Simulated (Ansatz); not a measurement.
Consider Sc in the hcp (Mg type) structure (space group P6_3/mmc, No. 194; a = 3.275 Å, c = 5.105 Å; relaxed with 0.1 eV smearing). Axes: x lies along a and z along c of the hexagonal cell.

All numbers come from PBEsol in Ansatz (plane waves to 420 eV, PAW, no SOC).

One thing is altered: tensile biaxial strain of 2.50 % in the plane normal to [001], as in epitaxy on a mismatched substrate; the out-of-plane cell vector and the atoms relax.

What happens to the out-of-plane strain?

The out-of-plane strain comes out as -1.37 %.

What happens to the in-plane stress?

The mean in-plane stress (compression positive) comes out as -2.9 GPa.

Whether these cells are dynamically stable was not tested. The final runs are not spin-polarised.

Ansatz is an electronic-structure program.
